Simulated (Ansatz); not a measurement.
Antifluorite K2S was calculated with PBE in Ansatz (PAW).

Settings: plane-wave cutoff 520 eV, 8×8×8 k mesh, perturbation theory, scalar-relativistic PAW data made under PBE.

The cell has the measured lattice parameters. Conventional cell: a = 7.3910 Å, b = 7.3910 Å, c = 7.3910 Å, α = 90.00°, β = 90.00°, γ = 90.00°.

```
K2S
1.0
    0.00000     3.69550     3.69550
    3.69550     0.00000     3.69550
    3.69550     3.69550     0.00000
K S
2 1
Direct
  0.25000   0.25000   0.25000
  0.75000   0.75000   0.75000
  0.00000   0.00000   0.00000
```

Harmonic phonon frequencies (cm⁻¹; i marks an imaginary mode; at Γ without the LO shift):

```csv
q point,frequencies
Γ,0 0 0 128 128 128 165 165 165
X,74 82 82 109 109 163 167 167 187
U,76 90 92 100 132 151 166 170 178
L,70 70 113 113 122 135 163 163 187
W,78 79 109 109 123 151 168 171 171
```

No imaginary mode appears at these points.

Note: the cell isn't this level's own, so it is under some stress, which shifts stiffness and frequencies.

Ansatz is a program for electronic structure.
